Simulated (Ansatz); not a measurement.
# A computed series for GaN: response to strain

Base system: GaN in the zinc blende structure (space group F-43m, No. 216; a = 4.4554 Å). Axes: x, y, z lie along the cube axes.

Strains are applied to the cell and any free atomic positions relax.

Calculations: LDA in Ansatz (plane waves to 420 eV, PAW, scalar-relativistic without spin-orbit coupling).

Notes on the quantities. energy relative to the base: free energy F; pressure: mean of the normal stresses, compression positive.

| change | shortest interatomic distance | energy relative to the base | band gap | pressure |
|---|---|---|---|---|
| base | 1.929 Å | 0 meV/atom | 1.96 eV | 0.00 GPa |
| tensor shear ε_xy = +0.86 % | 1.925 Å | +1.6 meV/atom | (withheld) | 0.02 GPa |
| tensor shear ε_xy = +1.43 % | 1.922 Å | +4.5 meV/atom | 1.84 eV | 0.04 GPa |
| tensor shear ε_xy = +1.71 % | 1.921 Å | +6.5 meV/atom | 1.81 eV | 0.06 GPa |
| tensor shear ε_xy = +0.29 % | 1.928 Å | +0.2 meV/atom | 1.93 eV | 0.00 GPa |
| tensor shear ε_xy = +2.00 % | 1.920 Å | +8.9 meV/atom | (withheld) | 0.08 GPa |
| tensor shear ε_xy = +1.14 % | 1.924 Å | +2.9 meV/atom | 1.87 eV | 0.03 GPa |
| tensor shear ε_xy = +0.57 % | 1.926 Å | +0.7 meV/atom | 1.91 eV | 0.01 GPa |

Complete the table.


- tensor shear ε_xy = +0.86 %, band gap: 1.89 eV
- tensor shear ε_xy = +2.00 %, band gap: 1.78 eV

No phonon test of stability was made. This is not the structure that GaN has at room temperature and ambient pressure.

Ansatz is a program for electronic structure.
